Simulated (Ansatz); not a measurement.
Structures of equal composition on the (111) surface of fcc Al: a layer of Ti in place of the second plane; a layer of Ti in place of the third plane. The slabs share one bottom face, and each structure is named by its start. These are constructed structures in small cells; real faces may alloy, dewet or reconstruct in larger ones, and not all known structures of the face are among them. Slabs of about 12 Å, Fermi-Dirac smearing of 0.1 eV. Bottom of the slabs: a bare face, its two planes held. Relaxed from the named starts with such symmetry as they have, on meshes of like density; energies extrapolated to zero smearing; spin only where a row says so; no spin-orbit coupling, no U. Brackets mark spin-polarised runs, whose order is one that fits the cell.

The numbers are results of PBE (plane waves to 420 eV, PAW; Ansatz, an electronic-structure program), not measurements.

### Question
Rank these by energy per 1x1 cell (lowest first), as PBE gives it.

### Answer
a layer of Ti in place of the third plane (0.000 eV), a layer of Ti in place of the second plane (0.118 eV)
